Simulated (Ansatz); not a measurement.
GaP: isotropic strain −3.00 %

Base system: GaP in the zinc blende structure (space group F-43m, No. 216; a = 5.391 Å).

It is then changed as follows: the cell is scaled by 0.9700 in all directions; the atoms relax in the strained cell.

Level of theory: LDA/PAW in Ansatz (a program for electronic structure), no SOC. Settings: 11×11×11 k-points, 0.05 eV Fermi–Dirac smearing.

| quantity | base | changed | shift |
|---|---|---|---|
| shortest interatomic distance | 2.335 Å | 2.265 Å | -0.070 Å |
| energy relative to the base (free energy F) | 0 meV/atom | +49 meV/atom | +49 meV/atom |
| pressure | -0.01 GPa | 10.06 GPa | +10.063 GPa |
| band gap | 1.38 eV | 1.20 eV | -0.186 eV |
| smallest direct gap | 1.88 eV | 2.66 eV | +0.78 eV |
| width of the top valence band | 3.63 eV | 4.12 eV | +0.49 eV |
| electron mass | 1.1 mₑ along k, 0.22 mₑ across (off the special points) | 1.3 mₑ along k, 0.21 mₑ across (off the special points) | – |
| hole mass (degenerate bands, along [100]) | 0.11, 0.36, 0.36 mₑ (at Γ) | 0.14, 0.32, 0.32 mₑ (at Γ) | – |
| valley order (the lowest conduction-band minima on the path, energy above the VBM, named in the base's zone) | a point along ⟨100⟩, about 1.0 Å⁻¹ from Γ 1.38 eV; L along ⟨111⟩ 1.60 eV; Γ 1.88 eV | a point along ⟨100⟩, about 1.0 Å⁻¹ from Γ 1.20 eV; L along ⟨111⟩ 1.89 eV; Γ 2.66 eV | – |

Final structure:

```yaml
crystal:
  lattice:
    - [0.00000, 2.61483, 2.61483]
    - [2.61483, 0.00000, 2.61483]
    - [2.61483, 2.61483, 0.00000]
  atoms:
    - { symbol: Ga, position: [0.00000, 0.00000, 0.00000] }
    - { symbol: P, position: [0.25000, 0.25000, 0.25000] }
```

Effective masses come from finite differences of ±0.01 Å⁻¹. Along k means along the line from Γ to the band edge. No phonon test of stability was made.
